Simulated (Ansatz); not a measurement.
Base system: Zr in the hcp (Mg type) structure (space group P6_3/mmc, No. 194; relaxed with 0.1 eV smearing).

```
Zr
1.0
    3.24432     0.00000     0.00000
   -1.62216     2.80966     0.00000
    0.00000     0.00000     5.15800
Zr
2
Cartesian
  1.62216   0.93655   3.86850
  0.00000   1.87311   1.28950
```

Cartesian axes are those of the cell as printed.

Method: Ansatz (a program for electronic structure), r2SCAN, PAW, cutoff 500 eV, no spin-orbit coupling.

Now apply this change: a pure shear with ε_xz = ε_zx = 0.0114; the atoms relax in the strained cell.

Q: Predict the stress tensor and what it implies for the stiffness.

A: Stress of the strained cell less that of the base (GPa, compression positive):
```
    0.0     0.0    -0.7
    0.0     0.0     0.0
   -0.7     0.0     0.0
```

Then −Δσ/γ with γ = 2ε = 0.0228 gives relaxed-ion elastic constants: C55 ≈ 31 GPa.

Whether these cells are dynamically stable was not tested. All final runs are without spin polarisation.
